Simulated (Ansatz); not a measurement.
Base system: Au in the fcc (Cu type) structure (space group Fm-3m, No. 225; a = 4.048 Å; relaxed with 0.1 eV smearing). Axes: x, y, z lie along the cube axes.

Structures relaxed with LDA (Ansatz, a quantum-chemistry and plane-wave program; PAW; 420 eV plane waves; scalar-relativistic without spin-orbit coupling).

Base:

Simulated powder pattern, Mo Kα, λ = 0.71073 Å (kinematic, ideal powder, no thermal factors, no anomalous dispersion; the 8 strongest lines at most, above 2 %, up to 2θ = 40°):

```json
[
 {"2θ (°)": "17.49", "I/Imax (%)": "100", "hkl": "(111)"},
 {"2θ (°)": "20.23", "I/Imax (%)": "51", "hkl": "(200)"},
 {"2θ (°)": "28.76", "I/Imax (%)": "38", "hkl": "(220)"},
 {"2θ (°)": "33.86", "I/Imax (%)": "46", "hkl": "(311)"},
 {"2θ (°)": "35.41", "I/Imax (%)": "13", "hkl": "(222)"}
]
```

Modification: tensile biaxial strain of 3.00 % in the plane normal to [001], as in epitaxy on a mismatched substrate; the out-of-plane cell vector and the atoms relax.

After the change:

Simulated powder pattern, Mo Kα, λ = 0.71073 Å (kinematic, ideal powder, no thermal factors, no anomalous dispersion; the 8 strongest lines at most, above 2 %, up to 2θ = 40°):

```json
[
 {"2θ (°)": "17.49", "I/Imax (%)": "100", "hkl": "(111)"},
 {"2θ (°)": "19.63", "I/Imax (%)": "37", "hkl": "(200)"},
 {"2θ (°)": "21.37", "I/Imax (%)": "15", "hkl": "(002)"},
 {"2θ (°)": "27.90", "I/Imax (%)": "14", "hkl": "(220)"},
 {"2θ (°)": "29.17", "I/Imax (%)": "24", "hkl": "(202)"},
 {"2θ (°)": "33.12", "I/Imax (%)": "33", "hkl": "(311)"},
 {"2θ (°)": "35.28", "I/Imax (%)": "14", "hkl": "(113)"},
 {"2θ (°)": "35.41", "I/Imax (%)": "13", "hkl": "(222)"}
]
```

The indices refer to the base's conventional cell; one index is shown for lines that coincide. The space group is now I4/mmm (No. 139).

No phonon test of stability was made.
